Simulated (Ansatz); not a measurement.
Results of r²SCAN (Ansatz, a program for electronic structure, plane waves, PAW) for WMo (model structure, Fm-3m, No. 225, 2 atoms in the cell).

Run with plane-wave cutoff 560 eV, 18×18×18 k mesh, Fermi–Dirac smearing 0.05 eV, no spin polarisation, scalar-relativistic PAW data made under PBE.

Cell (relaxed at this level):

```
MoW
1.0
    0.00000     2.60568     2.60568
    2.60568     0.00000     2.60568
    2.60568     2.60568     0.00000
Mo W
1 1
Direct
  0.00000   0.00000   0.00000
  0.50000   0.50000   0.50000
```

### Question
What does this level give for the bulk modulus?

### Answer

- bulk modulus: 208 GPa

Note: the run has no spin polarisation, so it can have missed a magnetic state; the bulk modulus is −V dP/dV from two relaxed cells at ±2 % in volume; the relaxation could raise the start's symmetry but not lower it, so the cell can be a saddle point.

Spin–orbit coupling is not included.

A model structure was made by putting elements into a prototype or built by hand; it is no filed structure, need not be a known phase, and can be a saddle point held by its symmetry.
